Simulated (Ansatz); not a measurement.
Take Zr in the hcp (Mg type) structure (space group P6_3/mmc, No. 194; relaxed with 0.1 eV smearing) as the base.

```
Zr
1.0
    3.23075     0.00000     0.00000
   -1.61538     2.79791     0.00000
    0.00000     0.00000     5.17925
Zr
2
Direct
  0.33333   0.66667   0.75000
  0.66667   0.33333   0.25000
```

The values are results of PBE (Ansatz, a program for electronic structure; PAW; 420 eV plane waves; no spin-orbit coupling), earlier PAW set, not measurements.

Before the change:

Pressure: 0.0 GPa
Band gap: zero

It is then changed as follows: an isotropic linear strain of +5.33 %; the atoms relax in the strained cell.

### Question
Estimate the effect on the pressure, energy relative to the base and band gap.

### Answer
The pressure (mean of the normal stresses, compression positive) goes from zero to -11.1 GPa; the energy grows by 154 meV/atom; the band gap stays zero.

Stability against distortions was not tested. The final runs are not spin-polarised.
